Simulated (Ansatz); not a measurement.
# How the equilibrium lattice constant a of TcAgO4 (I4₁/a, No. 88; start COD 2013356) moves with the method

No measured value is used here.

**Question.** Put these levels in order of the equilibrium lattice constant a that they give for TcAgO4 (I4₁/a, No. 88; start COD 2013356), smallest first: LDA (Ansatz, a first-principles code), PBEsol (Ansatz), r²SCAN (Ansatz).

**Answer.** LDA (5.146 Å), PBEsol (5.266 Å), r²SCAN (5.291 Å)

r²SCAN, PBEsol, LDA: the relaxation could not lower the start's symmetry, so the cell can be a saddle point above a distorted one. Cutoffs differ between the levels. Ansatz's density-functional and Hartree–Fock values are scalar-relativistic unless marked +SOC, with PAW data made under PBE.
